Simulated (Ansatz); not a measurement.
Defect: Al-vacancy pair (Al on one host Cu site, one Cu site vacant) in fcc Cu, neutral cell. Calculation: PBE, PAW (plane waves to 420 eV; Ansatz, an electronic-structure program).

Settings: 32 host sites, the relaxed PBE lattice, a 3×3×3 k-point mesh shifted by half a step, smearing 0.10 eV, spin-restricted, no image-charge correction. No zero-point or tunnelling terms. Forms of the defect that were not tried may lie lower.

Barriers: single points on a 5×5×5 k-point mesh shifted by half a step at the bands' geometries.

The step: a nearby Cu atom hops onto the vacant site (Al-vacancy distance between ideal sites 2.57 → 4.45 Å). Atoms about the jump, Cartesian Å from the middle of the jump, before and after:

```tsv
atom	x0	y0	z0	x1	y1	z1
Cu1	-0.88	0.88	0.00	0.88	-0.88	0.00
Cu2	0.91	0.88	-1.80	0.88	0.90	-1.80
Cu3	0.91	0.88	1.79	0.89	0.90	1.79
Cu4	-0.89	-0.91	1.79	-0.91	-0.89	1.79
Cu5	-0.90	-0.90	-1.81	-0.92	-0.89	-1.80
Cu6	0.91	2.72	0.00	0.89	2.69	0.00
Cu7	2.71	0.88	0.00	2.72	0.90	0.00
Cu8	-2.72	-0.91	0.00	-2.70	-0.89	0.00
Cu9	-0.90	-2.71	0.00	-0.92	-2.73	0.00
Al10	0.91	-2.69	-1.78	0.90	-2.73	-1.81
Cu11	-0.90	2.71	-1.82	-0.92	2.69	-1.80
Cu12	0.91	-2.70	1.78	0.90	-2.73	1.80
Cu13	2.71	-0.91	1.79	2.73	-0.90	1.80
Cu14	-2.72	0.90	-1.82	-2.70	0.90	-1.80
Cu15	-0.90	2.71	1.80	-0.91	2.69	1.79
Cu16	-2.72	0.89	1.80	-2.70	0.90	1.79
Cu17	2.73	-0.90	-1.80	2.73	-0.90	-1.82
Cu18	-2.72	2.71	0.00	-2.71	2.70	0.00
Cu19	2.73	-2.71	0.01	2.73	-2.72	0.00
Cu20	0.91	-0.91	-3.64	0.90	-0.90	-3.65
Cu21	-0.90	0.90	-3.64	-0.91	0.90	-3.64
```

Task: Predict the transition state.

Result: 
```
atom      x      y      z
----  -----  -----  -----
Cu1    0.01  -0.01  -0.01
Cu2    0.95   0.94  -1.96
Cu3    0.94   0.93   1.95
Cu4   -0.94  -0.94   1.95
Cu5   -0.96  -0.94  -1.96
Cu6    0.87   2.64   0.01
Cu7    2.66   0.87   0.00
Cu8   -2.66  -0.87   0.00
Cu9   -0.89  -2.66   0.01
Al10   0.90  -2.68  -1.74
Cu11  -0.91   2.69  -1.77
Cu12   0.91  -2.70   1.76
Cu13   2.71  -0.91   1.77
Cu14  -2.70   0.90  -1.77
Cu15  -0.90   2.69   1.77
Cu16  -2.70   0.90   1.77
Cu17   2.73  -0.90  -1.78
Cu18  -2.70   2.69   0.00
Cu19   2.73  -2.71   0.01
Cu20   0.94  -0.94  -3.63
Cu21  -0.94   0.94  -3.63
```
It lies 0.76 eV above the start and 0.70 eV above the end. The saddle point's order was not checked.
